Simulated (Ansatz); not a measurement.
OH on the 1x1 (10-10) surface of wurtzite ZnO (cut with top plane O + Zn), one in a 2x1 cell, started at the site 'top Zn'

Host crystal: wurtzite ZnO, with a band gap (PBE, scalar-relativistic without spin-orbit coupling).

Calculation: r2SCAN, at the PBE geometry and the start's symmetry (plane waves to 500 eV, PAW; Ansatz, an electronic-structure program).

Model: 34-atom slab, 9.4 Å thick at the start under the adsorbate (thin: gaps and levels are the slab's own), 3x4x1 mesh, Fermi-Dirac 0.01 eV, dipole correction, single point; no symmetry held, on the structure that PBE left; spin-polarised, ending with about 0.9 μB a cell, a value that depends on the mesh; orders that need a larger cell were not tried, no spin-orbit, no U, no dispersion correction. The slab shows no gap over 0.04 eV on its mesh. The program's check for a lower electronic state was not made. At the end it is bonded to 2 Zn. In PBE it is, or lies within 0.03 eV of, the lowest of the starts that converged; the order may differ at this level.

| Quantity | Result |
|---|---|
| adsorption energy against H2O(g) − ½ H2(g) at the same level | 1.35 eV |
| work function of the top face | 6.16 eV |
| change of the step from the bottom to the top vacuum level, against the clean slab | 0.19 eV |
| height of the binding atom over the mean of the host atoms within 0.3 Å of the top one | 1.467 Å |
| nearest host atoms of the binding atom | Zn at 2.04 Å, Zn at 2.05 Å, O at 2.61 Å |
| note | in the relaxation the adsorbate left its starting site by 1.7 Å |
| cost | very roughly 19 core-minutes |

A negative adsorption energy means that the adsorbate is more stable on the surface than in its reference.
